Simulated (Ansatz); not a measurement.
Inside the gap of an insulator the Bloch states are evanescent, with a wavenumber k + iκ along the transport direction.

Data:

```
CELL_PARAMETERS angstrom
      3.08864     0.00000     0.00000
     -1.54432     2.67484     0.00000
      1.54432    -0.89161     2.52186
ATOMIC_POSITIONS crystal
  Al 0.00000 0.00000 0.00000
  N  0.75000 0.25000 0.75000
```

Space group of this cell: F-43m, zinc blende. The cell is taken as given.

Transport runs along the normal of the first two printed cell vectors, the (111) plane of the conventional cell.

The gap is the functional's own, uncorrected, and κ follows it; spin-orbit coupling is left out. Mid-gap values are interpolated between the computed energies.

Q: Predict the band gap and the smallest decay constant κ at mid-gap from r2SCAN (Ansatz, a quantum-chemistry and plane-wave program).

A: Gap 3.94 eV on a 12×12×12 mesh; κ = 0.282 1/Å, at the zone centre.
